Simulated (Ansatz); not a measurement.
Results of r²SCAN+rVV10 (PAW; Ansatz, a first-principles code) for SiO₂ (P4₁2₁2, No. 92).

Numerical settings: plane-wave cutoff 560 eV, 8×8×6 k mesh (along the axes of the cell as run), Fermi–Dirac smearing 0.01 eV, scalar-relativistic PAW data made under PBE.

Cell (relaxed at this level):

O$_{2}$Si is modelled in the tetragonal space group P4₁2₁2 (No. 92), Pearson symbol tP12. Cell: a = b = 4.896 Å, c = 6.745 Å, α = β = γ = 90.00°. Si on 4a has 4 O at 1.613 Å (tetrahedral). O on 8b is surrounded by 2 Si at 1.613 Å (bent). (Neighbours: up to the widest gap in distance over summed covalent radii, below 1.35, at either atom.)

What does this level give for the bulk modulus B0 and band gap?


* **bulk modulus B0**: 17.2 GPa
* **band gap**: 6.35 eV (direct)

Note: the volume lies 6 % below that of the published cell; the bulk modulus comes from volumes at which shape and atoms were relaxed.

The computed numbers hold no vibrational or temperature effects.

It cost very roughly 21 core-minutes of CPU time.
